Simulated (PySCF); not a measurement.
PySCF 2.14.0, CAM-B3LYP/def2-svp: C#C[C@@H]([SiH3])CCl, 13 atoms. The geometry is a generated start, not checked to be a minimum at this level.

* **task**: energy
* **method**: cam-b3lyp
* **basis**: def2-svp
* **mol.max_memory**: 7000 MB
* **mf.init_guess**: minao (default)
* **mf.DIIS**: CDIIS (default)
* **mf.diis_space**: 8 (default)
* **mf.conv_tol**: 1e-09 (default)
* **mf.grids.level**: 3 (default)
* **basis functions (reference run)**: 127
* **grid points (reference run)**: 163192

```xyz
13

C      2.3913    -0.7075     0.8225
C      1.2325    -0.4654     0.6177
C     -0.2057    -0.1836     0.3732
Si    -0.4648     1.6490    -0.0432
C     -0.7302    -1.1557    -0.6958
Cl    -2.5148    -1.2370    -0.7261
H      3.4196    -0.9208     1.0080
H     -0.7380    -0.3728     1.3146
H      0.1804     1.9745    -1.3430
H     -1.9113     1.9699    -0.1440
H      0.1215     2.5149     1.0142
H     -0.3880    -2.1772    -0.4949
H     -0.3923    -0.8881    -1.7035
```
Charge 0, spin multiplicity 1.

The reference run uses exact four-centre integrals. One run each, on a shared machine, so no times are given.

Settings tried, all else as in the reference:
- density fitting, auxbasis = def2-universal-jfit
- COSX exchange (sgx_fit, pjs) with fitted J, mf.with_df.grids_level_i = 1, mf.with_df.grids_level_f = 2 (default)
- COSX exchange (sgx_fit, pjs) with fitted J, mf.with_df.grids_level_i = 1, mf.with_df.grids_level_f = 1
- density fitting of J alone, exact K
- COSX exchange (sgx_fit, pjs) with fitted J, mf.with_df.grids_level_i = 1, mf.with_df.grids_level_f = 3
- COSX exchange (sgx_fit, pjs) with fitted J, mf.with_df.grids_level_i = 1, mf.with_df.grids_level_f = 4
- density fitting
- density fitting, auxbasis = autoaux

Problem. Sort the settings: which keep to the reference within 0.10 meV/atom in energy, and which don't?

Solution. Within it: density fitting, auxbasis = autoaux. Outside: density fitting; COSX exchange (sgx_fit, pjs) with fitted J, mf.with_df.grids_level_i = 1, mf.with_df.grids_level_f = 1; COSX exchange (sgx_fit, pjs) with fitted J, mf.with_df.grids_level_i = 1, mf.with_df.grids_level_f = 2 (default); density fitting of J alone, exact K; COSX exchange (sgx_fit, pjs) with fitted J, mf.with_df.grids_level_i = 1, mf.with_df.grids_level_f = 3; COSX exchange (sgx_fit, pjs) with fitted J, mf.with_df.grids_level_i = 1, mf.with_df.grids_level_f = 4; density fitting, auxbasis = def2-universal-jfit.

| setting | energy against the reference |
|---|---|
| density fitting, auxbasis = autoaux | −0.066 meV/atom |
| density fitting | −0.19 meV/atom |
| COSX exchange (sgx_fit, pjs) with fitted J, mf.with_df.grids_level_i = 1, mf.with_df.grids_level_f = 1 | −0.25 meV/atom |
| COSX exchange (sgx_fit, pjs) with fitted J, mf.with_df.grids_level_i = 1, mf.with_df.grids_level_f = 2 (default) | −0.26 meV/atom |
| density fitting of J alone, exact K | −0.28 meV/atom |
| COSX exchange (sgx_fit, pjs) with fitted J, mf.with_df.grids_level_i = 1, mf.with_df.grids_level_f = 3 | −0.28 meV/atom |
| COSX exchange (sgx_fit, pjs) with fitted J, mf.with_df.grids_level_i = 1, mf.with_df.grids_level_f = 4 | −0.28 meV/atom |
| density fitting, auxbasis = def2-universal-jfit | +1500 meV/atom |

Total energies are compared; such shifts often cancel in part in energy differences. sgx_fit (COSX, pjs=True) fits J as well, so its difference is the sum of the grid's shift in exchange and the fit's in Coulomb. def2-universal-jfit is made for Coulomb alone and misses functions that exchange needs. Also tried and not ranked: density fitting, auxbasis = def2-universal-jkfit (same energy as a listed run). The tolerance is a choice made for this comparison.
